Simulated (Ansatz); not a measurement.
Structure of amorphous C₆₀H₂₄ (periodic cell):

```xyz
84
Lattice="9.4997 0.3525 0.2104 0.3525 9.2151 -0.0603 0.2121 -0.0599 9.4186" Properties=species:S:1:pos:R:3 pbc="T T T"
C      6.4844     5.1285     2.0634
C      5.4707     6.8716     6.7120
C      3.7766     1.5367     7.6266
C      0.6453     8.3714     8.0738
C      5.6690     5.8987     4.3260
C      1.5139     5.6820     7.0008
C      3.4741     1.8062     1.6839
C      5.5113     6.9495     5.2495
C      8.8654     0.4473     7.8893
C      1.0626     9.1532     2.4989
C      8.9627     5.3677     1.7011
C      9.4070     4.5099     6.4537
C      5.6589     4.5370     4.7584
C      3.0126     1.6060     3.0322
C      5.3795     8.4493     2.4468
C      2.0688     7.0017     3.0842
C      5.0945     8.1399     7.1182
C      6.3542     7.4276     2.4475
C      2.5403     5.2451     9.1882
C      8.6581     1.7882     8.4313
C      1.2816     4.3437     6.4544
C      2.1878     3.8719     3.1335
C      7.2377     3.8758     8.0683
C      4.9996     9.0540     6.0524
C      2.0468     3.0635     6.3329
C      3.3995     3.1009     1.1791
C      3.3467     0.5060     3.8234
C      2.8308     2.4670     7.2546
C      1.8952     6.1281     8.2644
C      1.5390     2.3677     5.0551
C      2.2688     2.6204     3.7343
C      8.1532     2.8326     7.5638
C      4.9795     8.5615     8.3987
C      9.6453     2.4162     5.2715
C      5.2073     8.2861     4.8750
C      8.8605     1.9383     4.1984
C      9.3247     1.4407     2.8669
C      5.9307     5.9475     7.6950
C      7.9386     4.9549     2.4406
C      4.7551     8.8387     3.6391
C      3.9031     0.7291     0.7921
C      6.4548     4.6945     7.2122
C      5.9478     6.3589     9.1355
C      8.9098     1.8082     1.6273
C      8.8840     3.1716     6.3378
C      5.4155     7.7438     9.4592
C      8.3780     9.2567     6.7806
C      4.9213     8.7065     1.1592
C      2.3761     6.6828     1.7878
C      1.1112     7.3255     8.7180
C      2.5717     5.4204     1.1416
C      6.0839     6.2019     3.0113
C      8.9606     2.2307     0.3659
C      6.0917     4.0720     5.9617
C      4.0758     0.6437     8.7864
C      6.2672     5.3502     0.5542
C      7.0580     4.1493     9.4100
C      1.3870     8.2232     3.4350
C      2.7756     4.1466     1.8649
C      4.4063     1.1700     6.3597
H      8.5053     8.2918     6.2947
H      8.8284     5.7300     0.6838
H      7.7809     2.0403     4.3161
H      9.5805     3.1423     0.2891
H      2.7039     4.2546     8.7541
H      5.4256     3.7742     4.0149
H      6.1767     2.9864     6.0185
H      7.0130     7.4142     1.5798
H      1.5870     4.6259     3.6292
H      7.1645     0.6413     6.5625
H      2.3143     7.4992     1.0717
H      0.4675     4.9650     1.8745
H      0.8936     6.4112     6.4748
H      0.4570     7.2103     0.2954
H      7.2686     3.5023     0.6933
H      2.2328     6.2978     3.8968
H      3.8372     3.2937     0.2029
H      8.1040     4.5756     3.4522
H      4.4090     1.9134     5.5680
H      2.8243     0.4922     4.7754
H      1.0664     8.3552     4.4703
H      8.7419     5.3150     6.7625
H      1.3910     8.9851     1.4745
H      5.9352     4.2068     2.3032
```

The numbers are results of PBE-D3(BJ), scalar-relativistic without spin-orbit coupling (plane waves to 420 eV, PAW; Ansatz, a quantum-chemistry and plane-wave program), not measurements. In the spin-polarised cell the level spacing at the Fermi energy can part levels of unlike spin.

It comes from a melt-quench run on a machine-learned potential (CHGNet), relaxed afterwards by DFT. The hot cell started wider than the set density and was brought back towards it in steps. It is the lowest in DFT energy of 2 quenches. It is a model cell: composition and starting density were chosen by hand, and all elements were melted together. The geometry includes D3(BJ) dispersion. Its density started from a set value of 1.72 and ended at 1.50 g/cm³. The simulated quench (nominally 1600 K/ps over its main leg) is rapid and tends to freeze in more defects than a deposited or slowly cooled glass has. Values belong to this one cell and scatter from quench to quench. Volume and shape were free in the relaxation. On a 2×2×2 Γ-centred mesh force components of up to 0.16 eV/Å stay, since the relaxation ran on one k-point at (1/4, 1/4, 1/4).

Cut-offs for bonds: C-C 1.72 Å, C-H 1.30 Å, H-H 0.90 Å.

Q: Give the coordination numbers, mean bond lengths and angles.

A: 
Mean coordination of C: 2.97 (3 with 2, 56 with 3, 1 with 4)
Mean coordination of H: 1.00 (24 with 1)
Mean C-C bond: 1.429 Å (spread 0.051 Å, 77 counted)
Mean C-H bond: 1.090 Å (spread 0.006 Å, 24 counted)
Bond angle at C: mean 119.9°, spread 9.2°

Q: Which atoms depart from the most common coordination of their element?

A: C1 has 4 (H84 1.10 Å, C52 1.49 Å, C39 1.51 Å, C56 1.54 Å); C4 has 2 (C50 1.31 Å, C9 1.40 Å); C28 has 2 (C25 1.35 Å, C3 1.38 Å); C44 has 2 (C53 1.33 Å, C37 1.36 Å).
